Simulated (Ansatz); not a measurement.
Start from a 16-atom supercell of CdSe in the wurtzite structure (space group P6_3mc, No. 186; a = 4.383 Å, c = 7.154 Å) at its relaxed geometry.

Level of theory: PBE, PAW, 420 eV (Ansatz, an electronic-structure program; spin-orbit coupling left out).

Before the change:

- Pressure: 0.0 GPa

It is then changed as follows: one Se atom is replaced by Cd, atoms relaxed at fixed cell, starting from a slightly rattled geometry.

Question: Predict the new pressure.

Answer: The pressure goes from zero to 1.5 GPa.

Question: Predict the new largest displacement of a host atom from its site in the perfect cell.

Answer: The largest displacement of a host atom from its site in the perfect cell amounts to 0.42 Å.

Question: What happens to the shift of the substituted atom off its lattice site?

Answer: The shift of the substituted atom off its lattice site is 0.22 Å.

The magnetic state is the one reached from the starting moments; the real material's order can differ, and small cells can't hold many antiferromagnetic ones. In so small a cell the defect repeats every few ångströms: this is an ordered compound, not a dilute defect. Starting moments died away, wholly or in part, for Cd on a Se site (antisite); another magnetic solution may exist. The defect cell is spin-polarised and ends with 0.0 μB.
